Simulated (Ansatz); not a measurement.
The parent structure is InAs in the zinc blende structure (space group F-43m, No. 216; a = 6.087 Å).

Now apply this change: full substitution In → B, then cell and atoms are relaxed.

Levels (all Ansatz, a first-principles code, PAW): PBEsol (420 eV, spin-orbit coupling left out); PBEsol+SOC (420 eV, noncollinear with spin-orbit coupling).

The geometry is relaxed with PBEsol.

| Item | Value |
|---|---|
| PBEsol lowest conduction level above the VBM at special points | X 1.31 eV; U 1.95 eV; K 1.95 eV; L 2.68 eV |
| PBEsol smallest direct gap | 3.25 eV |
| PBEsol gap character | indirect, Γ → Γ–X (82 % along) |

How does going to PBEsol+SOC change the lowest conduction level above the VBM at special points, smallest direct gap and gap character?

The lowest conduction level above the VBM at special points changes from X 1.31 eV; U 1.95 eV; K 1.95 eV; L 2.68 eV to X 1.25 eV; U 1.87 eV; K 1.87 eV; L 2.62 eV; the smallest direct gap drops by 0.21 eV (3.25 eV → 3.04 eV); the gap character stays indirect, Γ → Γ–X (82 % along). The threefold valence maximum splits by Δso ≈ 0.21 eV.

Single points use the geometry relaxed with PBEsol. The spin-orbit shifts are approximate. Stability against distortions was not tested. The runs without spin-orbit coupling are not spin-polarised. A zero or small gap of InAs can be the functional's error rather than a property of the material.
